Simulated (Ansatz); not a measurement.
Take GaSb in the zinc blende structure (space group F-43m, No. 216; a = 6.134 Å) as the base.

All numbers come from r2SCAN (Ansatz, a quantum-chemistry and plane-wave program, PAW, scalar-relativistic without spin-orbit coupling), earlier PAW set.

Carriers are added at fixed cell with a uniform background; the Fermi–Dirac width is that of 300 K.

One change was made to it. Results:

The Fermi level relative to the doped band's edge (positive inside the band; to 0.05 eV) comes out as +1.15 eV; the valley order (the lowest conduction-band minima on the path, energy above the VBM, named in the base's zone) becomes Γ 0.40 eV; L along ⟨111⟩ 0.81 eV; a point along ⟨100⟩, about 0.9 Å⁻¹ from Γ 1.34 eV (base: Γ 0.41 eV; L along ⟨111⟩ 0.68 eV; a point along ⟨100⟩, about 0.9 Å⁻¹ from Γ 1.10 eV).

Task: Which of these changes matches the shifts?
A. holes 3.0×10^21 cm⁻³
B. electrons 3.0×10^21 cm⁻³
C. holes 1.0×10^22 cm⁻³

Result: C, holes 1.0×10^22 cm⁻³. For comparison, the Fermi level from band edge in the other runs: electrons 3.0×10^21 cm⁻³ gives +0.95 eV; holes 3.0×10^21 cm⁻³ gives +0.65 eV.

Charged cell with a jellium background: band edges are those of the host's band count, energies are not comparable with the neutral cell, and many-body gap narrowing is missing. Spin-orbit coupling, missing from the scalar runs, can matter with Sb. The levels and masses belong to the bands next to the band gap. No phonon test of stability was made.
